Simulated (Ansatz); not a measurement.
## Converging the plane-wave cutoff: TiSi (Pm, 8 atoms in the cell)

```xyz
8
Lattice="6.5448 0.0000 0.0000 0.0000 3.6499 0.0000 0.0000 0.0000 5.0184" Properties=species:S:1:pos:R:3 pbc="T T T"
Ti     4.4222     0.9125     1.9158
Ti     2.1226     2.7374     3.1527
Ti     5.3950     2.7374     4.3750
Ti     1.1498     0.9125     0.6435
Si     3.5599     0.9125     4.2928
Si     2.9849     2.7374     0.7257
Si     6.2573     2.7374     1.7836
Si     0.2875     0.9125     3.2349
```

Level of theory: LDA (PW92), default PAW files made with PBE (plane waves; Ansatz, a program for electronic structure).

Base settings: basis.ecutwfc = 420 eV; kpoints.mp_grid.grid = 2 5 3; hamiltonian.xc = lda; hamiltonian.pseudopotentials = {kind: paw} (the program's default PAW files); scf.occupations.method = fermi_dirac; scf.occupations.width = 0.1 eV.

The second cell is the first with its lattice scaled by 0.98.

The mesh stays at the base's, so the ladder's end is converged at best in this setting alone.

The first pressure column holds Ansatz's estimate of the finite-basis (Pulay) stress, which hides part of the cutoff error; the other is without it.

Only quantities that move along the ladder and can be compared are tabulated.

The count of work is k-points × plane waves × bands × iterations; it is no time. 

The starting cell comes from a database of computed structures (which also holds hypothetical and non-ambient phases and stackings), without a prior relaxation at this level. Its lattice was rescaled by up to half a per cent. One atom was moved a little off its site on purpose. Spin polarisation is off. In the base run, with a pressure of about -8 GPa the cell is away from its equilibrium volume at this level. Without a gap this mesh is coarse (it stands for a supercell whose shortest vector is 13 Å).

| basis.ecutwfc | free energy less the last step's (meV/atom) | energy of the compressed cell less the first (meV/atom) | pressure (GPa) | pressure without the Pulay estimate (GPa) | largest difference of a force vector from the last step's (eV/Å) | count of work / last |
|---|---|---|---|---|---|---|
| 145 eV | 13663.37 | 41.63 | 13.92 | -392.26 | 0.622 | 0.083 |
| 170 eV | 6772.64 | -116.49 | -9.43 | -241.90 | 1.219 | 0.092 |
| 190 eV | 3797.03 | -22.94 | -14.09 | -160.03 | 0.257 | 0.093 |
| 210 eV | 2110.15 | 6.14 | -9.75 | -104.78 | 0.401 | 0.13 |
| 230 eV | 1142.57 | -11.96 | -8.54 | -67.94 | 0.374 | 0.15 |
| 250 eV | 605.76 | -21.14 | -7.34 | -44.25 | 0.116 | 0.14 |
| 295 eV | 109.18 | -17.36 | -7.78 | -16.95 | 0.052 | 0.19 |
| 335 eV | 21.21 | -21.10 | -8.16 | -10.25 | 0.004 | 0.19 |
| 380 eV | 3.33 | -21.25 | -8.09 | -8.44 | 0.003 | 0.23 |
| 420 eV | 1.01 | -21.23 | -8.09 | -8.14 | 0.000 | 0.27 |
| 460 eV | 0.69 | -21.24 | -8.09 | -8.10 | 0.000 | 0.31 |
| 505 eV | 0.57 | -21.25 | -8.09 | -8.10 | 0.000 | 0.35 |
| 565 eV | 0.40 | -21.26 | -8.10 | -8.11 | 0.000 | 0.42 |
| 630 eV | 0.23 | -21.29 | -8.10 | -8.11 | 0.000 | 0.50 |
| 735 eV | 0.11 | -21.29 | -8.10 | -8.10 | 0.000 | 0.62 |
| 840 eV | 0.06 | -21.29 | -8.10 | -8.11 | 0.000 | 0.76 |
| 1010 eV | 0.00 | -21.29 | -8.10 | -8.10 | 0.000 | 1.0 |

Coarsest basis.ecutwfc that holds the pressure without the Pulay estimate within 0.2 GPa of the last step, with all finer ones: 420 eV, at 0.27 of the last step's count of work; the step before is off by 0.34 GPa.

Coarsest basis.ecutwfc that holds the free energy within 2 meV/atom of the last step, with all finer ones: 420 eV, at 0.27 of the last step's count of work; the step before is off by 3.3 meV/atom.

Coarsest basis.ecutwfc that holds the pressure within 1 GPa of the last step, with all finer ones: 230 eV, at 0.15 of the last step's count of work; the step before is off by 1.6 GPa.

The energy difference between the two cells stays within 1 meV/atom of the last step's from 335 eV on, the total only from 460 eV on: much of the error is common to both cells and cancels.

At the lowest cutoff the pressure without the Pulay estimate lies 384 GPa under the last step's, the usual sign of Pulay stress in an incomplete plane-wave basis.

Keys are those of Ansatz 0.2.
